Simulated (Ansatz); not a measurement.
# Ge under a change: strain tensor (xx, yy, zz, yz, xz, xy) = (+0.73, +1.47, −0.71, −2.43, −1.53, +0.44) %

Base system: Ge (space group P6_3/mmc, No. 194; a = 3.9948 Å, c = 6.5989 Å; a cell from a computed database, its experimental status unchecked). Axes: x lies along a and z along c of the hexagonal cell.

One thing is altered: the symmetric strain tensor [0.0073 0.0044 -0.0153; 0.0044 0.0147 -0.0243; -0.0153 -0.0243 -0.0071]; the atoms relax in the strained cell.

Computed with Kohn–Sham DFT with the r2SCAN functional, run in Ansatz (an electronic-structure program) with PAW and 500 eV plane waves, scalar-relativistic without spin-orbit coupling, earlier PAW set. Settings: 10×10×5 k-points, 0.05 eV Fermi–Dirac smearing.

| quantity | base | changed | shift |
|---|---|---|---|
| volume per atom | 22.80 Å³ | 23.12 Å³ | +0.32 Å³ |
| space group | P6_3/mmc (No. 194) | P-1 (No. 2) | – |
| shortest interatomic distance | 4.633 bohr | 4.639 bohr | +0.006 bohr |
| energy relative to the base (free energy F) | 0 meV/atom | +14 meV/atom | +14 meV/atom |
| pressure (mean of the normal stresses, compression positive) | 0.0 GPa | -0.9 GPa | -0.9 GPa |
| band gap | 0.10 eV | zero | – |
| largest internal atomic displacement | – | 0.015 Å | – |
| stress (xx, yy, zz, yz, xz, xy; compression positive) (rough) | – | (-1.3, -2.2, 0.8, 2.1, 1.3, -0.5) GPa | – |

Final structure:

```xyz
4
Lattice="4.0240 0.0176 -0.0611 -1.9968 3.5017 -0.0533 -0.1010 -0.1600 6.5521" Properties=species:S:1:pos:R:3 pbc="T T T"
Ge     2.0196     1.1777     0.3470
Ge    -0.0934     2.1816     6.0906
Ge    -0.0419     2.2630     3.6257
Ge     1.9681     1.0962     2.8119
```

The mesh was chosen for an insulator and is coarse for the gapless case. Without a gap, meshes like the base's 10×10×5 leave anisotropic stresses uncertain by several tenths of a GPa, and small strain energies with them. Stability against distortions was not tested. This is not the structure that Ge has at room temperature and ambient pressure. The zero or small gap of Ge can change with the level of theory.
